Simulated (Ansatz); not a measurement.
A 16-atom cell of (Ru,Ti) started in the hexagonal close-packed structure, site fractions Ru 0.875, Ti 0.125, short-range order -0.05 in the first shell of the mixed sites (0 is random, a negative value favours unlike neighbours), space group Cm at the end. The mixed sublattice has 16 sites.

The mixing enthalpy is taken against the end members in the hexagonal close-packed type (which need not be the stable form of Ru and Ti), relaxed in the same cell and mesh.

Computed with r2SCAN (plane waves to 500 eV, PAW; Ansatz, a program for electronic structure). Scalar-relativistic, without spin–orbit coupling; the runs are not spin-polarised. Its k-point mesh 6×6×6, Fermi–Dirac width 0.05 eV.

```json
[
 {"cell": "Ru", "energy at zero smearing (eV)": "-94251.282"},
 {"cell": "Ti", "energy at zero smearing (eV)": "-40069.918"},
 {"cell": "Ru7Ti", "energy at zero smearing (eV)": "-87480.638"}
]
```

Problem. Work out the mixing enthalpy per mixed site and the interaction parameter Ω of a regular solution.

Solution. With x = 2/16 of the second end member, ΔH = [-87480.638 − 14/16 × (-94251.282) − 2/16 × (-40069.918)] / 16 = -127 meV against the separate end members. Ω = ΔH / x(1 − x) = -1158 meV.
